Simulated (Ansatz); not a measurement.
**Input and output of a self-consistent single point for a (111) slab of TiSe (cut from a parent of space group no. 129; 16 atoms in the cell) (Ansatz, an electronic-structure program)**

Level of theory: LDA (PW92), default PAW files made with PBE (plane waves; Ansatz).

Input:

Ansatz 0.2 input:
```yaml
# TiSe
crystal:
  lattice:
    - [5.909093, 0.000000, 0.000000]
    - [2.954547, 6.674026, 0.000000]
    - [0.000000, 0.000000, 21.328400]
  atoms:
    - { symbol: Ti, position: [0.292960, 0.914079, 0.313680] }
    - { symbol: Ti, position: [0.792960, 0.914079, 0.313680] }
    - { symbol: Ti, position: [0.890949, 0.718102, 0.437895] }
    - { symbol: Ti, position: [0.390949, 0.718102, 0.437895] }
    - { symbol: Ti, position: [0.488938, 0.522125, 0.562105] }
    - { symbol: Ti, position: [0.988938, 0.522125, 0.562105] }
    - { symbol: Ti, position: [0.086926, 0.326147, 0.686320] }
    - { symbol: Ti, position: [0.586926, 0.326147, 0.686320] }
    - { symbol: Se, position: [0.897708, 0.204583, 0.281315] }
    - { symbol: Se, position: [0.188212, 0.623575, 0.346046] }
    - { symbol: Se, position: [0.495697, 0.008606, 0.405530] }
    - { symbol: Se, position: [0.786201, 0.427598, 0.470260] }
    - { symbol: Se, position: [0.093686, 0.812628, 0.529744] }
    - { symbol: Se, position: [0.384190, 0.231621, 0.594470] }
    - { symbol: Se, position: [0.691674, 0.616651, 0.653954] }
    - { symbol: Se, position: [0.982178, 0.035643, 0.718685] }
basis:
  ecutwfc: 420.0 eV
kpoints:
  mp_grid:
    grid: [5, 5, 1]
hamiltonian:
  xc: lda
  pseudopotentials:
    kind: paw
scf:
  occupations:
    method: gaussian
    width: 0.272 eV
output:
  forces: true
  eigenvalues: true
  stress: true
```

Output, abridged:

```
WARN the atoms were moved onto the symmetric positions of the space group found under crystal.symmetry.tolerance 1.0e-5 (fractional …
WARN ansatz: RAYON_NUM_THREADS=1 ignored (pool sized by the plan → 1); use --threads N
Pseudopotentials: kind: paw
Pseudopotential: Ti, paw, valence charge 12
Pseudopotential: Se, paw, valence charge 16
Crystal: 16 atoms, lattice volume = 841.138 Å³
Basis set: ecut = 420 eV, 16449 PW (Γ)
Bands: 135, of which v1, the nominal top of the filled ones, is band 112 counted from 1 (111 counted from 0)
Symmetry: 4 space group operations
Space group: C2/m (ITA 12), of the structure as read, at distance tolerance 9.4e-5 Å
k-points: 9 of 25
PAW frozen core: Ti, regenerated for the run's functional, and the local potential with it
PAW frozen core: Se, regenerated for the run's functional, and the local potential with it
Initial density: superposition of atomic densities (neutral atoms: chi_scale 0, normalization atom), corrected by the library's trained network
Initial wavefunctions: pseudopotential atomic-orbital guess
Eigensolver: davidson
Functional: x = slater, c = lda
SCF iter   1: F=—  HF=-62674.996167 eV  |F-HF|=—  |Δ(HF+E_count)|=         —  Δρ=5.21e-3  dr2=2.53e-1  ethr=1.77e-3  ⟨swp⟩=6.3  Hψ=4874  notcnv=0
all-band conjugate gradients solve this SCF's bands
preconditioner: auto → LDOS
SCF iter   2: F=—  HF=-62674.978074 eV  |F-HF|=—  |Δ(HF+E_count)|=   1.81e-2  Δρ=3.37e-3  dr2=1.51e-1  ethr=1.13e-4  ⟨swp⟩=2.9  Hψ=2717  notcnv=0
SCF iter   3: F=—  HF=-62674.963628 eV  |F-HF|=—  |Δ(HF+E_count)|=   1.44e-2  Δρ=1.01e-3  dr2=1.91e-2  ethr=6.74e-5  ⟨swp⟩=2.0  Hψ=1599  notcnv=0
SCF iter   4: F=—  HF=-62674.961646 eV  |F-HF|=—  |Δ(HF+E_count)|=   1.98e-3  Δρ=6.03e-4  dr2=5.11e-3  ethr=8.54e-6  ⟨swp⟩=2.0  Hψ=1660  notcnv=0
SCF iter   5: F=—  HF=-62674.961311 eV  |F-HF|=—  |Δ(HF+E_count)|=   3.35e-4  Δρ=1.91e-4  dr2=5.59e-4  ethr=2.28e-6  ⟨swp⟩=2.0  Hψ=1335  notcnv=0
SCF iter   6: F=—  HF=-62674.961328 eV  |F-HF|=—  |Δ(HF+E_count)|=   1.65e-5  Δρ=4.81e-5  dr2=3.83e-5  ethr=2.50e-7  ⟨swp⟩=2.0  Hψ=1388  notcnv=0
SCF iter   7: F=—  HF=-62674.961172 eV  |F-HF|=—  |Δ(HF+E_count)|=   1.56e-4  Δρ=1.09e-5  dr2=1.00e-6  ethr=1.71e-8  ⟨swp⟩=2.0  Hψ=1637  notcnv=0
SCF iter   8: F=—  HF=-62674.961173 eV  |F-HF|=—  |Δ(HF+E_count)|=   9.33e-7  Δρ=3.48e-6  dr2=1.49e-7  ethr=4.46e-10  ⟨swp⟩=2.1  Hψ=2028  notcnv=0
SCF iter   9: F=-62674.961173 eV  HF=-62674.961173 eV  |F-HF|=7.13e-10  |Δ(HF+E_count)|=   1.30e-7  Δρ=1.24e-6  dr2=1.86e-8  ethr=4.46e-11  ⟨swp⟩=11.0  Hψ=4167  notcnv=0
SCF 1 converged in 9 iterations: F = -62674.961173 eV  dr2 = 1.86e-8
SCF converged after 9 iterations
Free energy (F): -62674.961173 eV
Harris-Foulkes:  -62674.961173 eV  (|F-HF|=7.13e-10)
Internal energy: -62674.171797 eV  (E = F + TS)
E sigma→0 (E₀):  -62674.566485 eV
Entropy (-TS):   -0.789376 eV (-49.336 meV/atom)
Fermi energy:    1.559175 eV
--- Per-component energies (eV) ---
  E_band       = -6386.510600
  E_kinetic    = 3124.854476
  E_local      = -139482.557370  (includes V_loc(G=0)·N_el)
  E_nonlocal   = -4605.194203
  E_hartree    = 67997.496331
  E_xc         = -1591.318213
  E_vxc        = -1747.248293  (∫ρ·V_xc dr)
  E_paw        = -22612.528548  (= ΣΔE_a)
  E_vpaw       = 328.626141  (= ΣTr[D̂ρ^β])
  E_aug_tail   = -0.004009  (compensation charges beyond the density's cutoff)
  E_ewald      = 34474.733239
  E_core_change = 20.346501  (= ΣΔE_core)
  E_smearing   = -0.789376  (= −TS)
  E_closure    = 0.000000  (closes the sum)
  Σ components = -62674.961173   (vs F -62674.961173, Δ=0.00e0)
--- Forces (eV/Å), atoms counted from 1 ---
  atom   1  Ti    -0.57545640     0.77868162     0.56437875
  atom   2  Ti     0.57545646     0.77868158     0.56437875
  atom   3  Ti     0.02311032     0.04523242    -0.15511173
  atom   4  Ti    -0.02311032     0.04523242    -0.15511173
  atom   5  Ti     0.02311032    -0.04523242     0.15511173
  atom   6  Ti    -0.02311032    -0.04523242     0.15511173
  atom   7  Ti    -0.57545646    -0.77868158    -0.56437875
  atom   8  Ti     0.57545640    -0.77868162    -0.56437875
  atom   9  Se    -0.00000007    -1.84428822     0.44899444
  atom  10  Se     0.00000001     0.30307184     0.14761577
  atom  11  Se    -0.00000002    -0.45420071    -0.29945253
  atom  12  Se     0.00000002     0.52163877     0.31146710
  atom  13  Se    -0.00000002    -0.52163877    -0.31146710
  atom  14  Se     0.00000002     0.45420071     0.29945253
  atom  15  Se    -0.00000001    -0.30307184    -0.14761577
  atom  16  Se     0.00000007     1.84428822    -0.44899444
  max |Σ_I F_I| component: 2.22e-16 eV/Å
--- Stress (GPa, compression-positive) ---
       -3.485047       0.000000       0.000000
        0.000000      -2.989317       0.717178
        0.000000       0.717177      -2.379960
  P = ⅓ Tr σ = -2.9514 GPa (-29.514 kbar)
  The stress holds the Pulay correction. Without it, at fixed plane waves, as pw.x and ABINIT print it: P = -2.9644 GPa
--- Band table (eV; the first three rows and the last of 9) ---
  k-point 0: bands = ["-55.2344", "-55.2344", "-55.1990", "-55.1989", "-55.0264", "-55.0078", "-54.9894", "-54.9714", "-46.7846", "-46.7846", "-46.7823", "-46.7823", "-46.7805", "-46.7805", "-46.7782", "-46.7782", "-46.7695", "-46.7695", "-46.7441", [...]
  k-point 1: bands = ["-55.2344", "-55.2344", "-55.1990", "-55.1989", "-55.0264", "-55.0078", "-54.9894", "-54.9714", "-46.7846", "-46.7846", "-46.7823", "-46.7823", "-46.7805", "-46.7805", "-46.7782", "-46.7782", "-46.7695", "-46.7695", "-46.7441", [...]
  k-point 2: bands = ["-55.2344", "-55.2344", "-55.1990", "-55.1989", "-55.0264", "-55.0078", "-54.9894", "-54.9714", "-46.7846", "-46.7846", "-46.7823", "-46.7823", "-46.7805", "-46.7805", "-46.7782", "-46.7782", "-46.7695", "-46.7695", "-46.7441", [...]
  k-point 8: bands = ["-55.2222", "-55.2222", "-55.2113", "-55.2112", "-55.0137", "-55.0022", "-54.9952", "-54.9840", "-46.7846", "-46.7846", "-46.7823", "-46.7823", "-46.7805", "-46.7805", "-46.7782", "-46.7782", "-46.7695", "-46.7695", "-46.7441", [...]
```

The run converged in 9 iterations.

The starting cell comes from a database of computed structures (which also holds hypothetical and non-ambient phases and stackings), without a prior relaxation at this level. The slab is cut from that crystal, and its faces are unrelaxed. Spin polarisation is off, so a magnetic state, if there is one, cannot be reached. Forces in this geometry exceed 1 eV/Å.

Cost on one core of a shared machine: roughly 40 s.
